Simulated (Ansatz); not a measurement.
**Effect of pressure 0.7 GPa on Si3N4**

Take Si3N4 (space group P6_3/m, No. 176; a = 7.6246 Å, c = 2.9105 Å) as the base.

It is then changed as follows: cell and atoms relaxed at a pressure of 0.7 GPa.

Level of theory: PBEsol/PAW in Ansatz (a program for electronic structure), without spin-orbit coupling. k-mesh 4×4×9 (Γ-centred); smearing 0.05 eV (Fermi–Dirac).

```tsv
quantity	base	changed	shift
volume per atom	10.47 Å³	10.44 Å³	-0.03 Å³
density	3.18 g/cm³	3.19 g/cm³	+0.01 g/cm³
lattice parameter a	14.408 bohr	14.395 bohr	-0.0140 bohr
c/a ratio	0.382	0.382	0.000
shortest interatomic distance	3.275 bohr	3.272 bohr	-0.003 bohr
enthalpy H = E + PV relative to the base's energy	–	+0.05 eV/atom	–
band gap	4.19 eV	4.20 eV	+0.01 eV
gap character	indirect, Γ–A (33 % along) → Γ	indirect, Γ–A (33 % along) → Γ	–
width of the top valence band	1.38 eV	1.38 eV	+0.007 eV
electron mass	0.22 mₑ along c, 1.4 mₑ across (at Γ)	0.21 mₑ along c, 1.4 mₑ across (at Γ)	–
```

Load acts through the strain it causes; cell and atoms are relaxed under it. Masses are band curvatures over ±0.01 Å⁻¹ around the edge. No phonon test of stability was made.
